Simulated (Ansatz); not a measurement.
Take ZnCu₂SnS₄ (space group I-4, No. 82; a = 5.374 Å, c = 10.755 Å) as the base. Axes: x, y, z lie along a, b, c of the conventional cell.

Method: Ansatz (a program for electronic structure), PBEsol, PAW, cutoff 420 eV, no spin-orbit coupling.

Modification: uniaxial strain ε_zz = +0.75 %, all other strain components held at zero; the atoms relax in the strained cell.

Question: What happens to the stress?

Answer: The stress (xx, yy, zz, yz, xz, xy; compression positive) is (-0.50, -0.50, -0.79, 0.00, 0.00, 0.00) GPa.

Question: Predict the new energy relative to the base.

Answer: The energy goes up by 0.4 meV/atom.

No phonon test of stability was made. All final runs are without spin polarisation.
